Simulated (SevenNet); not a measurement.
**L1₀ (CuAu-type) CuAu**

Computed with the machine-learned potential SevenNet-0 (trained on PBE and PBE+U data).

Cell (relaxed at this level):

```yaml
crystal:
  lattice:
    - [2.86794, 0.00000, 0.00000]
    - [0.00000, 2.86794, 0.00000]
    - [0.00000, 0.00000, 3.65096]
  atoms:
    - { symbol: Cu, position: [0.00000, 0.00000, 0.00000] }
    - { symbol: Au, position: [0.50000, 0.50000, 0.50000] }
```

For L1₀ (CuAu-type) CuAu, the lattice constant a comes out as 2.868 Å. The lattice parameter c is 3.651 Å.

Measured, for comparison: lattice constant a 2.8 Å (temperature not stated, not corrected to a static lattice; as tabulated in Nepal et al. (2019), arXiv:1905.09348); lattice parameter c 3.67 Å (temperature not stated, not corrected to a static lattice; as tabulated in Mehl et al. (2016), arXiv:1607.02532). Computed (rounded) less measured: lattice constant a +2.4 %, lattice parameter c -0.5 %. A static lattice is as a rule a little smaller and stiffer than an uncorrected measurement, which narrows the difference in the lattice parameter c and would widen misses of the other sign.

A machine-learned potential is trained on density-functional data: it inherits that level's misses and adds fitting errors of its own.

Note: the model gives imaginary modes for this phase (in the spectrum interpolated from a supercell).
